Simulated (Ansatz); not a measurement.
Consider MgO in the rock salt structure (space group Fm-3m, No. 225; a = 4.254 Å).

Levels (all Ansatz, a program for electronic structure, PAW): PBE (420 eV, no spin-orbit coupling); r2SCAN (500 eV, no spin-orbit coupling).

Its gap is 4.46 eV with PBE and 5.34 eV with r2SCAN.

One thing is altered: the cell is scaled by 1.0367 in all directions, atoms relaxed at fixed cell.

With PBE the gap becomes 3.52 eV.

Q: If the r2SCAN correction stayed the same, what would the r2SCAN gap be, and what does the r2SCAN run give?

A: A rigid correction of +0.88 eV gives 4.40 eV. The r2SCAN run gives 4.35 eV, so the correction itself changes by -0.05 eV.

Single points use the geometry relaxed with PBE. The cells carry an imposed strain or load. No phonon test of stability was made.
